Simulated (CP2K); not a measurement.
Band structure of LaAu (Pnma, 8 atoms in the cell).

```
LaAu
1.0
    7.65052     0.00000     0.00000
    0.00000     4.89360     0.00000
    0.00000     0.00000     5.88454
La Au
4 4
Direct
  0.18783   0.25000   0.64701
  0.81217   0.75000   0.35299
  0.31217   0.75000   0.14701
  0.68783   0.25000   0.85299
  0.03993   0.25000   0.15131
  0.96007   0.75000   0.84869
  0.46007   0.75000   0.65131
  0.53993   0.25000   0.34869
```

Method: PBEsol, GPW, DZVP-MOLOPT-SR-GTH basis, GTH-PBE potentials (GTH_POTENTIALS) (CP2K).

Settings: CUTOFF = 500 Ry; REL_CUTOFF = 40 Ry; SMEAR/METHOD = FERMI_DIRAC; ELECTRONIC_TEMPERATURE = 580.23 K; KPOINTS/SCHEME = MONKHORST-PACK 2 3 3; GAMMA_CENTERED = T; XC_FUNCTIONAL = PBE:PBESOL; La/BASIS_SET = DZVP-MOLOPT-SR-GTH-q11; La/POTENTIAL = GTH-PBE-q11; Au/BASIS_SET = DZVP-MOLOPT-SR-GTH-q11; Au/POTENTIAL = GTH-PBE-q11; METHOD = GPW; EPS_DEFAULT = 1e-10; EXTRAPOLATION = USE_GUESS.

The starting cell comes from a database of computed structures (which also holds hypothetical and non-ambient phases and stackings), without a prior relaxation at this level. Spin-orbit coupling is off. Values carry the incompleteness of an atom-centred basis. The potentials were made for another functional than the one used.

Levels in eV from the Fermi level, bands 41 to 46:
| point | 41 | 42 | 43 | 44 | 45 | 46 |
|---|---|---|---|---|---|---|
| Γ | -1.71 | -1.32 | -1.25 | -1.00 | 0.35 | 0.65 |
| X | -0.50 | -0.50 | -0.15 | -0.15 | 0.15 | 0.15 |
| S | -1.95 | -1.95 | -0.10 | -0.10 | 0.37 | 0.37 |
| Y | -1.19 | -1.19 | -0.74 | -0.74 | 0.14 | 0.14 |
| Z | -0.70 | -0.70 | -0.10 | -0.10 | 0.38 | 0.38 |
| U | -0.40 | -0.40 | -0.40 | -0.40 | 0.40 | 0.40 |
| R | -0.98 | -0.98 | -0.98 | -0.98 | 0.69 | 0.69 |
| T | -0.51 | -0.51 | -0.40 | -0.40 | 0.23 | 0.23 |

Bands cross the Fermi level along this path, so the cell is metallic at this level.

Higher empty bands are left out: an atom-centred basis made for the valence describes them poorly.
